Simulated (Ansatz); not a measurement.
Cost and result by functional for the surface energy of the (21-32) surface of hcp Mg in its 1x1 cell, outermost plane spacing 0.32 Å in the ideal cut (one of several cuts of this face), in Ansatz (plane waves, PAW). Single points on the PBE structure, on one kind of machine; costs are rough ratios of the slab run's core time (references not counted) to the cheapest single point. r2SCAN's cost holds its higher cutoff (500 against 420 eV). Differences are taken against r2SCAN for comparison alone: no measured value is at hand, so the table doesn't rank accuracy.

Model: 22-atom slab, 10.0 Å thick at the start (thin: gaps and levels are the slab's own), 7x5x1 mesh, Fermi-Dirac 0.1 eV, dipole correction, all atoms relaxed; start symmetry kept, larger cells not searched; no spin, no spin-orbit, no U. These notes are the PBE run's.

```json
[
 {"functional": "PBEsol", "relative cost": "1", "surface energy (J/m²)": "0.81", "less r2SCAN (J/m²)": "-0.02"},
 {"functional": "LDA", "relative cost": "1", "surface energy (J/m²)": "0.82", "less r2SCAN (J/m²)": "-0.01"},
 {"functional": "RPBE", "relative cost": "1", "surface energy (J/m²)": "0.68", "less r2SCAN (J/m²)": "-0.15"},
 {"functional": "r2SCAN", "relative cost": "2", "surface energy (J/m²)": "0.83", "less r2SCAN (J/m²)": "0.00"},
 {"functional": "PBE (the relaxed run's value)", "relative cost": "–", "surface energy (J/m²)": "0.73", "less r2SCAN (J/m²)": "-0.09"}
]
```

The values span 0.15 J/m², while the single points' costs differ by a factor of roughly 2. Differences are of unrounded values.

Ansatz is an electronic-structure program.
